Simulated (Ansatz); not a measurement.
# Effect of isotropic strain −0.50 % on PbTe

Base system: PbTe in the rock salt structure (space group Fm-3m, No. 225; a = 6.569 Å).

Perturbation: an isotropic linear strain of −0.50 %, atoms relaxed at fixed cell.

The values are results of Ansatz (a quantum-chemistry and plane-wave program) PBE, no spin-orbit coupling, not measurements. Settings: 9×9×9 k-points, 0.05 eV Fermi–Dirac smearing.

```tsv
quantity	base	changed	shift
volume per atom	35.44 Å³	34.91 Å³	-0.53 Å³
space group	Fm-3m (No. 225)	Fm-3m (No. 225)	–
shortest interatomic distance	3.285 Å	3.268 Å	-0.0164 Å
energy relative to the base (free energy F)	0 meV/atom	+1.0 meV/atom	+1.0 meV/atom
band gap	0.83 eV	0.80 eV	-0.03 eV
gap character	direct at L	direct at L	–
mean gap deformation potential ΔEg/Δln V	–	+1.9 eV	–
width of the top valence band	2.52 eV	2.60 eV	+0.085 eV
electron mass	0.31 mₑ along k, 0.11 mₑ across (at L)	0.30 mₑ along k, 0.11 mₑ across (at L)	–
hole mass	0.49 mₑ along k, 0.092 mₑ across (at L)	0.47 mₑ along k, 0.087 mₑ across (at L)	–
valley order (the lowest conduction-band minima on the path, energy above the VBM, named in the base's zone)	L along ⟨111⟩ 0.83 eV; a point along ⟨110⟩, about 0.5 Å⁻¹ from Γ 1.36 eV; a point along ⟨100⟩, about 0.3 Å⁻¹ from Γ 1.81 eV	L along ⟨111⟩ 0.80 eV; a point along ⟨110⟩, about 0.5 Å⁻¹ from Γ 1.35 eV; a point along ⟨100⟩, about 0.3 Å⁻¹ from Γ 1.79 eV	–
```

Final structure:

```
CELL_PARAMETERS angstrom
      0.00000     3.26830     3.26830
      3.26830     0.00000     3.26830
      3.26830     3.26830     0.00000
ATOMIC_POSITIONS crystal
  Te 0.50000 0.50000 0.50000
  Pb 0.00000 0.00000 0.00000
```

Spin-orbit coupling, missing from the scalar runs, can matter with Pb and Te. Masses are band curvatures over ±0.01 Å⁻¹ around the edge. Along k means along the line from Γ to the band edge. Whether these cells are dynamically stable was not tested.
